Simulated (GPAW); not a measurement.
Band structure of GaCuSe2 (I-42d, 8 atoms in the cell).

```xyz
8
Lattice="-2.8316 2.8316 5.6152 2.8316 -2.8316 5.6152 2.8316 2.8316 -5.6152" Properties=species:S:1:pos:R:3 pbc="T T T"
Ga     2.8316     0.0000     2.8076
Ga     0.0000     0.0000     5.6152
Cu     0.0000     2.8316     2.8076
Cu     0.0000     0.0000     0.0000
Se     1.4158     1.3944    -1.4038
Se     1.3944     4.2474     1.4038
Se     1.4158     1.4372     4.2114
Se     1.4372    -1.4158     7.0190
```

Computed with PBE, GPAW PAW datasets PBE (gpaw-data 1.0.1) (plane waves; GPAW).

Settings: mode = pw; ecut = 850 eV; xc = PBE; kpts = 3 3 3; mesh shift (steps) = 0 0 0; occupations.name = fermi-dirac; occupations.width = 0.1 eV; nbands = -12; convergence.density = 1e-05 e/electron; convergence.energy = 1e-05 eV/electron; symmetry.symmorphic = false; symmetry.tolerance = 0.0005; maxiter = 150; bandpath_npoints = 40.

The starting cell comes from a database of computed structures (which also holds hypothetical and non-ambient phases and stackings), without a prior relaxation at this level. Its lattice was rescaled by a random factor within 2.5 % of one. Spin polarisation is off. The run gives no clean gap (levels at the Fermi energy touch, overlap or are partly filled at this smearing), which alone does not show that the compound is a metal.

Levels in eV from the Fermi level, bands 23 to 30:
```json
[
 {"point": "Γ", "23": "-1.61", "24": "-0.22", "25": "-0.22", "26": "-0.12", "27": "-0.04", "28": "1.87", "29": "2.07", "30": "3.83"},
 {"point": "X", "23": "-0.90", "24": "-0.90", "25": "-0.58", "26": "-0.58", "27": "0.94", "28": "0.94", "29": "3.21", "30": "3.21"},
 {"point": "Y", "23": "-0.93", "24": "-0.93", "25": "-0.77", "26": "-0.77", "27": "1.21", "28": "1.21", "29": "3.69", "30": "3.69"},
 {"point": "S", "23": "-1.48", "24": "-1.24", "25": "-0.84", "26": "-0.66", "27": "1.76", "28": "2.13", "29": "2.39", "30": "3.34"},
 {"point": "Z", "23": "-1.27", "24": "-1.27", "25": "-0.97", "26": "-0.97", "27": "1.65", "28": "1.65", "29": "1.86", "30": "1.86"},
 {"point": "S1", "23": "-1.48", "24": "-1.24", "25": "-0.84", "26": "-0.66", "27": "1.76", "28": "2.13", "29": "2.39", "30": "3.34"},
 {"point": "N", "23": "-1.40", "24": "-1.27", "25": "-1.19", "26": "-0.64", "27": "1.92", "28": "2.33", "29": "3.08", "30": "3.93"},
 {"point": "P", "23": "-0.92", "24": "-0.92", "25": "-0.77", "26": "-0.77", "27": "1.35", "28": "1.35", "29": "2.95", "30": "2.95"},
 {"point": "Y1", "23": "-0.93", "24": "-0.93", "25": "-0.77", "26": "-0.77", "27": "1.21", "28": "1.21", "29": "3.69", "30": "3.69"}
]
```

Bands cross the Fermi level along this path, so the cell is metallic at this level.
